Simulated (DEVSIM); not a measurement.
abrupt GaAs p-n junction

Structure: abrupt GaAs p-n junction, at 400 K.

| layer (left to right) | material | thickness (μm) | Nd (cm⁻³) | Na (cm⁻³) | τn (s) | τp (s) |
|---|---|---|---|---|---|---|
| 1 | GaAs | 13.0 | - | 1.5e16 | 2.2e-8 | 2.2e-8 |
| 2 | GaAs | 270 | 9.7e15 | - | 2.2e-8 | 2.2e-8 |

Left contact: ohmic. Right contact: ohmic. Voltage is applied to the left contact. Recombination: SRH at mid-gap, Auger. Mobility is μmin + (μ − μmin)/(1 + (N/Nref)^α).

This is a model device: material constants are rounded textbook-type values typed into the input, and sizes, dopings and lifetimes were drawn at random. Values at 300 K; Nc and Nv go as T^1.5, mobilities as T to minus their exponent, the gap by Varshni's rule with the affinity fixed.

```tsv
parameter	GaAs
gap (eV)	1.424
affinity (eV)	4.07
permittivity	12.9
Nc (cm⁻³)	4.7e17
Nv (cm⁻³)	9e18
μn (cm²/Vs)	8500
μp (cm²/Vs)	400
μn,min	500
μp,min	20
Nref,n	6e16
Nref,p	1.5e17
αn	0.39
αp	0.38
T exponent of μn	2.1
T exponent of μp	2.2
Cn (cm⁶/s)	1e-30
Cp (cm⁶/s)	1e-30
Varshni α (eV/K)	0.000541
Varshni β (K)	204
```

Model (solved in DEVSIM): 1D drift-diffusion, Boltzmann statistics, complete ionisation; no tunnelling, impact ionisation, image-force lowering or self-heating.

```yaml
potential_step_across_the_device_at_zero_bias: 0.993 V
largest_field_in_the_device_at_zero_bias: 39000 V/cm
Dark forward voltage at 1 A/cm²: 0.818 V
Dark forward voltage at 100 A/cm²: 1.549 V
```

Dark reverse current:

```
V (V)   J (A/cm²)
------  ---------
-0.20     -1.6e-7
-0.50     -3.2e-7
-1.00     -5.5e-7
-1.50     -7.5e-7
-2.00     -9.4e-7
-3.00     -1.3e-6
-4.00     -1.5e-6
-5.00     -1.8e-6
-6.50     -2.1e-6
-8.00     -2.5e-6
-10.00    -2.8e-6
```

Small-signal capacitance in reverse bias (quasi-static):

| V (V) | C (nF/cm²) |
|---|---|
| -0.2 | 21.9 |
| -0.5 | 19.5 |
| -1 | 16.7 |
| -1.5 | 14.9 |
| -2 | 13.6 |
| -3 | 11.7 |
| -4 | 10.5 |
| -5 | 9.54 |
| -6.5 | 8.52 |
| -8 | 7.77 |
| -10 | 7.02 |
